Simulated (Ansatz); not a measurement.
Relaxation of the outer planes of the (30-32) surface of hcp Mg in its 1x1 cell, outermost plane spacing 0.87 Å in the ideal cut.

All values below come from PBE (plane waves to 420 eV, PAW; Ansatz, a quantum-chemistry and plane-wave program).

Model: 26-atom slab, 10.4 Å thick at the start (thin: gaps and levels are the slab's own), 12x3x1 mesh, Fermi-Dirac 0.1 eV, dipole correction, all atoms relaxed; symmetry of the start imposed; no spin, no spin-orbit, no U.

```tsv
plane	atoms	bulk spacing to the next (Å)	relaxed spacing (Å)	change (%)	rumpling (Å)
1	2 Mg	0.870	…	…	0.15
2	2 Mg	0.870	0.816	-6.1	0.03
```

Question: Complete the blanks.

Answer: 
- 1, relaxed spacing (Å): 0.785
- 1, change (%): -9.7
